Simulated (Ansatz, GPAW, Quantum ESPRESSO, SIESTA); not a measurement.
## Code comparison for Sr₂CuO₄ (I4/mmm, 7 atoms in the cell)

Self-consistent single point.

```xyz
7
Lattice="-1.8883 1.8883 6.0198 1.8883 -1.8883 6.0198 1.8883 1.8883 -6.0198" Properties=species:S:1:pos:R:3 pbc="T T T"
Sr     0.0000     0.0000     4.3225
Sr     0.0000     0.0000     7.7171
Cu     0.0000     0.0000     0.0000
O      0.0000     1.8883     0.0000
O      1.8883     0.0000     0.0000
O      0.0000     0.0000     1.8781
O      0.0000     0.0000    10.1616
```

Shared settings, as Ansatz (a program for electronic structure) writes them: kpoints.mp_grid.grid = 3 3 3; scf.occupations.method = gaussian; scf.occupations.width = 0.0073 Ry. Potentials and cutoffs stand in the table.

| code | model | pressure (GPa) | largest force (eV/Å) | cutoff |
|---|---|---|---|---|
| SIESTA | GGA PBEsol, numerical atomic orbitals TZP, PseudoDojo PBEsol standard norm-conserving potentials (rewritten from UPF to PSML) | 9.86 | 0.625 | grid 400 Ry |
| Ansatz | PBEsol, PAW files made with PBE | 5.40 | 0.400 | default |
| Quantum ESPRESSO | PBEsol, GBRV 1.5 ultrasoft (PBESOL) pseudopotentials | 5.82 | 0.422 | 50 Ry |
| GPAW | PBEsol, GPAW PAW datasets PBEsol (made by gpaw-setup) | – | 0.596 | 900 eV |

Size of the force on each atom (eV/Å): Sizes of forces hide their directions.

```json
[
 {"code": "SIESTA", "Sr1": "0.354", "Sr2": "0.354", "Cu3": "0.000", "O4": "0.000", "O5": "0.000", "O6": "0.625", "O7": "0.625"},
 {"code": "Ansatz", "Sr1": "0.098", "Sr2": "0.098", "Cu3": "0.000", "O4": "0.000", "O5": "0.000", "O6": "0.400", "O7": "0.400"},
 {"code": "Quantum ESPRESSO", "Sr1": "0.105", "Sr2": "0.105", "Cu3": "0.000", "O4": "0.000", "O5": "0.000", "O6": "0.422", "O7": "0.422"},
 {"code": "GPAW", "Sr1": "0.126", "Sr2": "0.126", "Cu3": "0.000", "O4": "0.000", "O5": "0.000", "O6": "0.596", "O7": "0.596"}
]
```

A dash marks a value that a program does not give, or that is left out as unsure.

On Ansatz's run: spin polarisation is off; with an odd number of electrons in the cell that forces a metal, and a magnetic state may lie lower.

The spread over the programs that give each value: pressure within 4.46 GPa; largest force within 0.225 eV/Å.

SIESTA uses small atom-centred bases, whose incompleteness enters pressures, forces and empty levels differently from a plane-wave cutoff. Ansatz's pressure is given at a fixed set of plane waves, as the other plane-wave codes print theirs; with its correction for the finite basis it is 5.81 GPa (the shift of 0.41 GPa shows how far the cutoff is from converged). The pressure of GPAW is left out: its cutoff lies under the one at which its stress was checked. In the pressure, SIESTA (by 4.25) lies more than 1 GPa from the median of the plane-wave programs. In the force vectors, SIESTA (by 0.459) and GPAW (by 0.174) lie more than 0.08 eV/Å from the median of the plane-wave programs.

On the base mesh (7 7 7) the same programs gave: Ansatz pressure 5.67 GPa; Quantum ESPRESSO pressure 6.12 GPa; SIESTA pressure 10.05 GPa.

The starting cell comes from a database of computed structures (which also holds hypothetical and non-ambient phases and stackings), without a prior relaxation at this level. Its lattice was rescaled by a random factor within 2.5 % of one.

Left out of this page: FLEUR (with a known weakness of the program).

Keys are those of Ansatz 0.2.
